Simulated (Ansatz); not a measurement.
# SiC, response to strain

Take SiC in the wurtzite structure (space group P6_3mc, No. 186; a = 3.076 Å, c = 5.048 Å) as the base. Axes: x lies along a and z along c of the hexagonal cell.

Strains are applied to the cell and any free atomic positions relax.

Level of theory: PBEsol (Ansatz, a first-principles code), spin-orbit coupling left out.

Notes on the quantities. energy relative to the base: free energy F.

| uniaxial strain ε_zz (%) | energy relative to the base (meV/atom) |
|---|---|
| -3 | 16.4 |
| -2.4 | ? |
| -1.8 | 5.8 |
| -0.6 | 0.6 |
| 0 | 0.0 |

Task: Fit ΔE = Aε² + Bε³ (ε in %) to the rows shown and predict the withheld row.

Result: Least squares on the printed values gives A = 1.74 and B = -0.029 meV/atom (largest residual 0.0 meV/atom); this predicts 10.4 meV/atom, and the run gives 10.4 meV/atom, in agreement.

Stability against distortions was not tested.
